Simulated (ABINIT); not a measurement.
Worked example: self-consistent single point of Be3N2 (P1, 5 atoms in the cell) in ABINIT.

Method: PBEsol, norm-conserving pseudopotentials (PseudoDojo nc-sr-04 PBEsol standard) (plane waves; ABINIT).

The change in words: lattice scaled by 0.98. Reference geometry:
```
CELL_PARAMETERS angstrom
      2.81778     0.00000     0.00000
     -1.40889     2.44027     0.00000
      0.00000     0.00000     4.66702
ATOMIC_POSITIONS crystal
  Be 0.99828 0.98795 0.00348
  Be 0.67065 0.33376 0.65075
  Be 0.33718 0.67101 0.35160
  N  0.32389 0.66859 0.74468
  N  0.67001 0.33869 0.24950
```

Reference input (self-consistent single point, DFT, PBEsol, plane waves, norm-conserving pseudopotentials (PseudoDojo nc-sr-04 PBEsol standard)): pseudos = [Be.upf, N.upf]; ecut = 1197 eV; occopt = 1; ngkpt = 11 11 6; nshiftk = 1; shiftk = 0 0 0; potentials = PseudoDojo nc-sr-04 PBEsol standard; nband = 14; kptopt = 1; nstep = 100; toldfe = 1e-09 Ha. This run's input differs from it in these lines:

```diff
@@ -3,6 +3,6 @@
 pseudos "Be.upf, N.upf"
-acell 5.3248324794 5.3248323775 8.8193896182
+acell 5.2183350740 5.2183361629 8.6430025817
 rprim
          1.0000000000    0.0000000000    0.0000000000
-        -0.5000000096    0.8660253983    0.0000000000
+        -0.4999998957    0.8660254640    0.0000000000
          0.0000000000    0.0000000000    1.0000000000
```

Log, with long lists cut:

```
--- !BeginCycle
solver: {iscf: 7, nstep: 100, nline: 4, wfoptalg: 0, }
tolerances: {toldfe: 1.00E-09, }
...

     iter   Etot(hartree)      deltaE(h)  residm     vres2
 ETOT  1  -62.324141849134    -6.232E+01 1.300E-01 5.750E+02
 ETOT  2  -62.409582581584    -8.544E-02 5.028E-02 3.079E+02
 ETOT  3  -62.496665202377    -8.708E-02 2.849E-02 1.391E+00
 ETOT  4  -62.497047163092    -3.820E-04 4.000E-03 1.562E-02
 ETOT  5  -62.497048608537    -1.445E-06 1.554E-03 1.227E-03
 ETOT  6  -62.497048697619    -8.908E-08 4.433E-03 2.865E-05
 ETOT  7  -62.497048699436    -1.817E-09 1.158E-03 8.299E-07
 ETOT  8  -62.497048699460    -2.463E-11 1.646E-03 1.082E-06
 ETOT  9  -62.497048699592    -1.314E-10 3.064E-04 1.037E-08
 At SCF step    9, etot is converged :
  for the second time, diff in etot=  1.314E-10 < toldfe=  1.000E-09

 Cartesian components of stress tensor (hartree/bohr^3)
  sigma(1 1)= -4.60237690E-04  sigma(3 2)= -1.16828501E-05
  sigma(2 2)= -4.48359224E-04  sigma(3 1)= -6.01613876E-05
  sigma(3 3)= -3.22555484E-04  sigma(2 1)= -6.78146190E-05

 ----iterations are completed or convergence reached----

 reduced coordinates (array xred) for    5 atoms
       0.998277000000      0.987948000000      0.003478000000
       0.670650000000      0.333758000000      0.650751000000
       0.337175000000      0.671014000000      0.351600000000
       0.323890000000      0.668591000000      0.744676000000
       0.670008000000      0.338689000000      0.249496000000
 cartesian forces (eV/Angstrom) at end:
   [... lines left out ...]
 Fermi (or HOMO) energy (hartree) =   0.27431   Average Vxc (hartree)=  -0.46336
   [... lines left out ...]
total_energy        : -6.24970486995917E+01
total_energy_eV     : -1.70063118228170E+03
band_energy         : -1.95356023007676E+01
...

-Cartesian components of stress tensor (GPa)         [Pressure=  1.2074E+01 GPa]
- sigma(1 1)= -1.35406580E+01  sigma(3 2)= -3.43721258E-01
- sigma(2 2)= -1.31911816E+01  sigma(3 1)= -1.77000883E+00
- sigma(3 3)= -9.48990839E+00  sigma(2 1)= -1.99517464E+00

 Calculation completed.
```

The run converged in 9 iterations. Against the reference run the free energy rises by 10.0 meV/atom, the pressure goes from -2.98 to 12.07 GPa, the largest force goes from 0.511 to 0.670 eV/Å and the gap on the mesh goes from 4.194 to 4.362 eV.

The starting cell comes from a database of computed structures (which also holds hypothetical and non-ambient phases and stackings), without a prior relaxation at this level. Its atoms were displaced at random from the sites of space group no. 164. For this run, on top of that: lattice scaled by 0.98. With a pressure of about 12 GPa the cell is away from its equilibrium volume at this level.

Cost on one core of a shared machine: roughly 6 min.
